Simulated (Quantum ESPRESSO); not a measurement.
How a calculation on PbO (P4/nmm, 4 atoms in the cell) responds to its settings

```yaml
crystal:
  lattice:
    - [4.04670, 0.00000, 0.00000]
    - [0.00000, 4.04670, 0.00000]
    - [0.00000, 0.00000, 5.32189]
  atoms:
    - { symbol: Pb, position: [0.50000, 0.00000, 0.22597] }
    - { symbol: Pb, position: [0.00000, 0.50000, 0.77403] }
    - { symbol: O, position: [0.50000, 0.50000, 0.00000] }
    - { symbol: O, position: [0.00000, 0.00000, 0.00000] }
```

Base run A: PBE, GBRV 1.5 ultrasoft (PBE) pseudopotentials run with Quantum ESPRESSO, self-consistent single point.

Its settings: ecutwfc = 40 Ry; ecutrho = 200 Ry; occupations = smearing; smearing = fd; degauss = 0.0073499 Ry; potentials = {Pb: pb_pbe_v1.uspp.F.UPF, O: o_pbe_v1.2.uspp.F.UPF}; K_POINTS = automatic 6 6 4 1 1 1; conv_thr = 1e-10 Ry.

The starting cell comes from a database of computed structures (which also holds hypothetical and non-ambient phases and stackings), without a prior relaxation at this level. Its lattice was rescaled by a random factor within 2.5 % of one. Spin-orbit coupling is off. The shifted mesh does not hold Γ, so a gap read on it misses any band edge there.

ΔF is the free energy per atom less that of run A. 

```tsv
run	change	ΔF (meV/atom)	pressure (GPa)	largest force (eV/Å)	gap on the mesh (eV)
A	base	0.00	-0.21	0.223	2.043
B	lattice scaled by 0.97	40.5	7.55	1.065	1.994
C	lattice scaled by 0.97; ecutwfc: 40 Ry → 24 Ry; ecutrho: 200 Ry → 120 Ry	521.7	-12.62	1.065	1.993
D	lattice scaled by 0.985	9.1	3.26	0.376	2.033
E	lattice scaled by 0.985; ecutwfc: 40 Ry → 24 Ry; ecutrho: 200 Ry → 120 Ry	487.0	-15.93	0.372	2.015
F	lattice scaled by 1.015	10.0	-2.99	0.743	2.042
G	lattice scaled by 1.015; ecutwfc: 40 Ry → 24 Ry; ecutrho: 200 Ry → 120 Ry	481.7	-20.44	0.747	2.011
H	lattice scaled by 1.03	36.3	-5.21	1.191	2.032
I	lattice scaled by 1.03; ecutwfc: 40 Ry → 24 Ry; ecutrho: 200 Ry → 120 Ry	506.5	-21.87	1.186	2.009
J	ecutwfc: 40 Ry → 24 Ry; ecutrho: 200 Ry → 120 Ry	474.4	-18.49	0.223	2.027
```

Run B against A: The free energy rises by 40.5 meV/atom, the pressure goes from -0.21 to 7.55 GPa, the largest force goes from 0.223 to 1.065 eV/Å and the gap on the mesh goes from 2.043 to 1.994 eV.

Run C against A: The free energy goes up by 522 meV/atom, the pressure goes from -0.21 to -12.62 GPa, the largest force goes from 0.223 to 1.065 eV/Å and the gap on the mesh goes from 2.043 to 1.993 eV.

Run G against A: The free energy goes up by 482 meV/atom, the pressure goes from -0.21 to -20.44 GPa, the largest force goes from 0.223 to 0.747 eV/Å and the gap on the mesh goes from 2.043 to 2.011 eV.
